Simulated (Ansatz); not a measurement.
Levels about the gap of amorphous Si24O51Sc2 (77 atoms in a cell of 1163 Å³, 2.26 g/cm³; zone centre alone, so wide bands show as single levels with stretches between that a denser mesh fills), at the geometry that PBE relaxed, where it gives 0.0 GPa on a denser mesh. Exact exchange is cut at the faces of this small cell, which leaves a finite-size error. The participation number counts the atoms over which a state spreads; weights are charges in smoothed Voronoi cells. The levels come from a single point, so bond lengths are those of that geometry. Method of the levels: HSE06, scalar-relativistic without spin-orbit coupling (Ansatz, an electronic-structure program). Sampling: the zone centre alone; Fermi-Dirac width 0.02 eV; no spin polarisation. At PBE the levels at both edges of the gap are localised (band-tail or defect states), and the nearest spread-out levels lie 5.5 eV apart at the zone centre.

It comes from a melt-quench run on a machine-learned potential (CHGNet), relaxed afterwards by DFT. O atoms were pushed apart under 1.9 Å during the dynamics, to hinder bonds among them. The hot cell started wider than the set density and was brought back towards it in steps. It is the lowest in DFT energy of 2 quenches. It is a model cell: composition and starting density were chosen by hand, and all elements were melted together. No dispersion term was used. Its density started from a set value of 2.28 and ended at 2.26 g/cm³. Cooling (nominally 320 K/ps over its main leg) ran many orders faster than in experiment, which tends to leave more defects and strain. One small periodic cell is one sample of the glass; other quenches scatter about these values. Volume and shape were free in the relaxation.

```json
[
 {"E - E(highest filled), eV": "-0.71", "filling": "filled", "participation number": "12.8", "largest on": "O, 2 neighbours", "weight O": "0.95", "weight Sc": "0.02", "weight Si": "0.03"},
 {"E - E(highest filled), eV": "-0.57", "filling": "filled", "participation number": "7.9", "largest on": "O, 2 neighbours", "weight O": "0.95", "weight Sc": "0.02", "weight Si": "0.03"},
 {"E - E(highest filled), eV": "-0.55", "filling": "filled", "participation number": "8.5", "largest on": "O, 2 neighbours", "weight O": "0.93", "weight Sc": "0.04", "weight Si": "0.03"},
 {"E - E(highest filled), eV": "-0.41", "filling": "filled", "participation number": "7.5", "largest on": "O, 2 neighbours", "weight O": "0.95", "weight Sc": "0.02", "weight Si": "0.03"},
 {"E - E(highest filled), eV": "-0.36", "filling": "filled", "participation number": "5.2", "largest on": "O, 2 neighbours", "weight O": "0.94", "weight Sc": "0.03", "weight Si": "0.03"},
 {"E - E(highest filled), eV": "-0.25", "filling": "filled", "participation number": "5.7", "largest on": "O, 2 neighbours", "weight O": "0.96", "weight Sc": "0.01", "weight Si": "0.03"},
 {"E - E(highest filled), eV": "0.00", "filling": "filled", "participation number": "3.4", "largest on": "O, 2 neighbours", "weight O": "0.96", "weight Sc": "0.01", "weight Si": "0.03"},
 {"E - E(highest filled), eV": "6.05", "filling": "empty", "participation number": "11.1", "largest on": "Sc, 4 neighbours", "weight O": "0.57", "weight Sc": "0.29", "weight Si": "0.14"},
 {"E - E(highest filled), eV": "6.57", "filling": "empty", "participation number": "4.8", "largest on": "Sc, 4 neighbours", "weight O": "0.40", "weight Sc": "0.47", "weight Si": "0.14"},
 {"E - E(highest filled), eV": "6.83", "filling": "empty", "participation number": "1.7", "largest on": "Sc, 4 neighbours", "weight O": "0.21", "weight Sc": "0.77", "weight Si": "0.02"},
 {"E - E(highest filled), eV": "7.13", "filling": "empty", "participation number": "1.9", "largest on": "Sc, 5 neighbours", "weight O": "0.22", "weight Sc": "0.73", "weight Si": "0.05"},
 {"E - E(highest filled), eV": "7.35", "filling": "empty", "participation number": "4.7", "largest on": "Sc, 4 neighbours", "weight O": "0.37", "weight Sc": "0.55", "weight Si": "0.08"},
 {"E - E(highest filled), eV": "7.37", "filling": "empty", "participation number": "2.4", "largest on": "Sc, 5 neighbours", "weight O": "0.22", "weight Sc": "0.74", "weight Si": "0.04"},
 {"E - E(highest filled), eV": "7.59", "filling": "empty", "participation number": "9.3", "largest on": "Sc, 4 neighbours", "weight O": "0.40", "weight Sc": "0.45", "weight Si": "0.15"}
]
```

Most localised among these is the empty level at +6.83 eV, on a Sc atom, which has 4 neighbours (O 1.89 Å, O 1.96 Å, O 1.98 Å, O 2.40 Å).
